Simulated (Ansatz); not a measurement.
The starting structures come from a database of crystals and need not be the phases stable at ambient conditions.

Tunnelling through a barrier is set by its complex band structure: the current falls as exp(−2κd) with the smallest κ.

Input:

```xyz
12
Lattice="8.3238 0.0000 0.0000 -3.1444 7.7071 0.0000 -2.2836 -3.3980 4.6103" Properties=species:S:1:pos:R:3 pbc="T T T"
La     2.4510     5.9672     1.4892
La     0.4448    -1.6582     3.1212
La     3.4574     2.8245     3.7944
La    -0.5616     1.4845     0.8160
N     -0.5709    -0.8495     1.1526
N     -4.8571     5.1585     3.4578
Cl     0.8770     1.3050     3.4578
Cl     2.0188     3.0040     1.1526
Cl    -0.3381     6.9899     0.8614
Cl     3.2339    -2.6808     3.7489
Cl     5.4579     0.6284     3.1666
Cl    -2.5620     3.6806     1.4438
```

Space group of this cell: Ibam. The cell is taken as given.

Transport runs along the normal of the first two printed cell vectors.

The gap is the functional's own, uncorrected, and κ follows it; spin-orbit coupling is left out. Mid-gap values are interpolated between the computed energies.

Task: Predict the band gap and the smallest decay constant κ at mid-gap from r2SCAN run with Ansatz (a program for electronic structure).

Result: Gap 3.80 eV on a 8×8×8 mesh; κ = 0.389 1/Å, at the zone centre.
